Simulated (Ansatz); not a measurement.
Consider the following.

```
CELL_PARAMETERS angstrom
      0.00000     2.93806     2.93806
      2.93806     0.00000     2.93806
      2.93806     2.93806     0.00000
ATOMIC_POSITIONS crystal
  Sb 0.75000 0.75000 0.75000
  Ga 0.00000 0.00000 0.00000
```

No spin polarisation.

Computed with plane-wave PAW DFT at the PBE level (Ansatz, a first-principles code, 420 eV), no SOC. Settings: 13×13×13 k-points, 0.05 eV Fermi–Dirac smearing.

Question: Estimate the gap character.

Answer: Indirect, Γ → L.

Question: Predict the band gap.

Answer: 0.68 eV.

Spin-orbit coupling, missing from the scalar runs, can matter with Sb. The cells carry an imposed strain or load. Whether these cells are dynamically stable was not tested. The cell was made from GaSb in the zinc blende structure (space group F-43m, No. 216) by this change: isotropic strain −5.43 %.
